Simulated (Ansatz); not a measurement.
## MgTe: response to strain

Take MgTe in the zinc blende structure (space group F-43m, No. 216; a = 6.439 Å) as the base. Axes: x, y, z lie along the cube axes.

Strains are applied to the cell and any free atomic positions relax; under biaxial strain the out-of-plane vector relaxes too.

Calculations: PBEsol (Ansatz, a quantum-chemistry and plane-wave program, PAW, no spin-orbit coupling).

Notes on the quantities. energy relative to the base: free energy F.

```tsv
biaxial strain, plane normal [111], relaxed out of plane (%)	energy relative to the base (meV/atom)
0	0.0
0.42	0.2
0.83	0.9
1.25	2.0
1.67	3.5
2.08	?
2.5	7.8
```

### Question
Fit ΔE = Aε² + Bε³ (ε in %) to the rows shown and predict the withheld row.

### Answer
Least squares on the printed values gives A = 1.29 and B = -0.018 meV/atom (largest residual 0.0 meV/atom); this predicts 5.4 meV/atom, and the run gives 5.5 meV/atom, in agreement.

Stability against distortions was not tested.
